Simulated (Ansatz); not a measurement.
The starting structures come from a database of crystals and need not be the phases stable at ambient conditions.

Consider the following.

```xyz
4
Lattice="3.8635 0.0000 0.0000 0.0000 6.3414 0.0000 1.9317 0.0000 3.3459" Properties=species:S:1:pos:R:3 pbc="T T T"
Al     1.9317     6.3410     1.1153
Al     3.8635     3.1703     2.2306
P      1.9317     3.9638     1.1153
P      3.8635     0.7931     2.2306
```

Space group of this cell: P6_3mc, wurtzite. The cell is taken as given.

The current runs along the normal of the first two printed vectors, the (100) plane. All runs by Ansatz (a program for electronic structure), plane waves and PAW, without spin-orbit coupling; the base is PBEsol.

```csv
run,mean pressure (GPa),gap (eV),mid-gap κ (1/Å)
base,-0.1,1.83,0.173
all lengths scaled by 0.98,5.8,1.76,0.178
all lengths scaled by 1.02,-4.7,?,0.162
lda in place of pbesol,-1.9,1.80,0.170
"lengths across the current scaled by 0.98, ions clamped",3.7,?,?
"lengths across the current scaled by 1.02, ions clamped",-3.3,1.73,0.162
"lengths along the current scaled by 0.97, ions clamped",2.7,?,0.170
"lengths along the current scaled by 1.03, ions clamped",-2.5,1.66,0.162
```

### Question
Complete the blanks.

### Answer

- all lengths scaled by 1.02, gap (eV): 1.88
- lengths across the current scaled by 0.98, ions clamped, gap (eV): 1.64
- lengths across the current scaled by 0.98, ions clamped, mid-gap κ (1/Å): 0.174
- lengths along the current scaled by 0.97, ions clamped, gap (eV): 1.58
